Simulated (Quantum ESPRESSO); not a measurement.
The steps of a band-structure calculation for MgAu3 (I4/mmm, 4 atoms in the cell) with Quantum ESPRESSO.

Method: LDA (PZ), GBRV 1.5 ultrasoft (LDA) pseudopotentials (plane waves; Quantum ESPRESSO).

Step 1 (scf):

```fortran
&control
    calculation = 'scf'
    outdir = './out'
    pseudo_dir = './'
    tprnfor = .true.
    tstress = .true.
/
&system
    ibrav = 0
    nat = 4
    ntyp = 2
    ecutwfc = 40
    ecutrho = 320
    occupations = 'smearing'
    smearing = 'mp'
    degauss = 0.0099958
    nbnd = 28
/
&electrons
    conv_thr = 1e-10
    mixing_beta = 0.3
/
ATOMIC_SPECIES
Mg    24.3050  mg_lda_v1.4.uspp.F.UPF
Au   196.9666  au_lda_v1.uspp.F.UPF
CELL_PARAMETERS angstrom
  -2.0657370000     2.0657370000     4.2104320000
   2.0657370000    -2.0657370000     4.2104320000
   2.0657370000     2.0657370000    -4.2104320000
ATOMIC_POSITIONS bohr
Mg    0.0000000000    0.0000000000    0.0000000000
Au    0.0000000000    0.0000000000    7.9565633464
Au    0.0000000000    3.9036771755    3.9782816732
Au    3.9036771755    0.0000000000    3.9782816732
K_POINTS automatic
9 9 9  0 0 0
```

Step 2 (bands):

```fortran
&control
    calculation = 'bands'
    outdir = './out'
    pseudo_dir = './'
    verbosity = 'high'
/
&system
    ibrav = 0
    nat = 4
    ntyp = 2
    ecutwfc = 40
    ecutrho = 320
    occupations = 'smearing'
    smearing = 'mp'
    degauss = 0.0099958
    nbnd = 30
/
&electrons
    conv_thr = 1e-10
    startingwfc = 'random'
    diago_thr_init = 1.0d-6
    diagonalization = 'cg'
/
ATOMIC_SPECIES
Mg    24.3050  mg_lda_v1.4.uspp.F.UPF
Au   196.9666  au_lda_v1.uspp.F.UPF
CELL_PARAMETERS angstrom
  -2.0657370000     2.0657370000     4.2104320000
   2.0657370000    -2.0657370000     4.2104320000
   2.0657370000     2.0657370000    -4.2104320000
ATOMIC_POSITIONS bohr
Mg    0.0000000000    0.0000000000    0.0000000000
Au    0.0000000000    0.0000000000    7.9565633464
Au    0.0000000000    3.9036771755    3.9782816732
Au    3.9036771755    0.0000000000    3.9782816732
K_POINTS crystal_b
13
  0.00000000   0.00000000   0.00000000  11  ! G
  0.50000000  -0.50000000   0.00000000   3  ! X
  0.50000000  -0.50000000   0.12035572   6  ! Y
  0.31017786  -0.31017786   0.31017786   9  ! S
  0.00000000   0.00000000   0.00000000   7  ! G
  0.50000000   0.50000000  -0.50000000   6  ! Z
  0.68982214   0.31017786  -0.31017786   4  ! S1
  0.50000000   0.00000000   0.00000000   8  ! N
  0.75000000  -0.25000000  -0.25000000   5  ! P
  0.87964428   0.12035572  -0.50000000   8  ! Y1
  0.50000000   0.50000000  -0.50000000   1  ! Z
  0.50000000  -0.50000000   0.00000000   4  ! X
  0.75000000  -0.25000000  -0.25000000   1  ! P
```

Step 3 (bands.x):

```fortran
&bands
    outdir = './out'
    filband = 'bands.dat'
    lsym = .false.
/
```

Output of bands (abridged):

```
     Atomic positions and unit cell read from directory:
     ./out/pwscf.save/

     Message from routine setup:
     using ibrav=0 with symmetry is DISCOURAGED, use correct ibrav instead
     G-vector sticks info
     --------------------
     sticks:   dense  smooth     PW     G-vecs:    dense   smooth      PW
     Sum        2243    1119    337                46957    16585    2745

     bravais-lattice index     =            0
   [... lines left out ...]
     unit-cell volume          =     484.9906 (a.u.)^3
   [... lines left out ...]
        k(    2) = (  -0.0563817   0.0563817   0.0000000), wk =   0.0273973
        k(    3) = (  -0.1127635   0.1127635   0.0000000), wk =   0.0273973
   [... 70 lines left out ...]

     Dense  grid:    46957 G-vectors     FFT dimensions: (  60,  60,  60)

     Smooth grid:    16585 G-vectors     FFT dimensions: (  40,  40,  40)

     The potential is recalculated from file :
     ./out/pwscf.save/charge-density

     Band Structure Calculation
     CG style diagonalization

     ethr =  1.00E-06,  avg # of iterations = 27.2

     End of band structure calculation

          k = 0.0000 0.0000 0.0000 (  2073 PWs)   bands (ev):

   -62.6910 -30.1255 -30.1255 -30.1206   3.2888   6.2287   6.4626   6.6181
     7.3446   7.3446   7.6486   7.6486   7.6914   8.6090   9.0044   9.0957
     9.5484   9.5484   9.7770  10.6329  12.9497  15.6401  16.7877  16.9239
    16.9239  17.7717  17.7717  18.3637  18.5157  21.1265

          k =-0.0564 0.0564 0.0000 (  2077 PWs)   bands (ev):

   -62.6910 -30.1255 -30.1255 -30.1206   3.3327   6.2533   6.4819   6.6442
     7.3107   7.3663   7.6312   7.6491   7.7040   8.6170   8.9968   9.0993
     9.4719   9.5322   9.7517  10.5822  13.0602  15.6022  15.9999  16.7631
    17.2566  17.5400  17.8704  18.7266  19.0208  21.3110

   [... 71 blocks of this kind left out ...]
```

Output of bands.x (abridged):

```
     Reading xml data from directory:

     ./out/pwscf.save/

     G-vector sticks info
     --------------------
     sticks:   dense  smooth     PW     G-vecs:    dense   smooth      PW
     Sum        2243    1119    337                46957    16585    2745

     Reading collected, re-writing distributed wavefunctions
     high-symmetry point:  0.0000 0.0000 0.0000   x coordinate   0.0000
     high-symmetry point: -0.6202 0.6202 0.0000   x coordinate   0.8771
     high-symmetry point: -0.4709 0.7695 0.0000   x coordinate   1.0882
     high-symmetry point:  0.0000 0.7695 0.0000   x coordinate   1.5591
     high-symmetry point:  0.0000 0.0000 0.0000   x coordinate   2.3286
     high-symmetry point:  0.0000 0.0000 0.6086   x coordinate   2.9372
   [... 2 lines left out ...]
     high-symmetry point: -0.6202 0.6202 0.3043   x coordinate   4.3672
     high-symmetry point: -0.4709 0.4709 0.6086   x coordinate   4.7376
     high-symmetry point:  0.0000 0.0000 0.6086   x coordinate   5.4036
     high-symmetry point: -0.6202 0.6202 0.0000   x coordinate   5.4036
     high-symmetry point: -0.6202 0.6202 0.3043   x coordinate   5.7078

     Plottable bands (eV) written to file bands.dat.gnu
     Bands written to file bands.dat

   JOB DONE.
```

The starting cell comes from a database of computed structures (which also holds hypothetical and non-ambient phases and stackings), without a prior relaxation at this level. Its lattice was rescaled by a random factor within 2.5 % of one. Spin-orbit coupling is off.
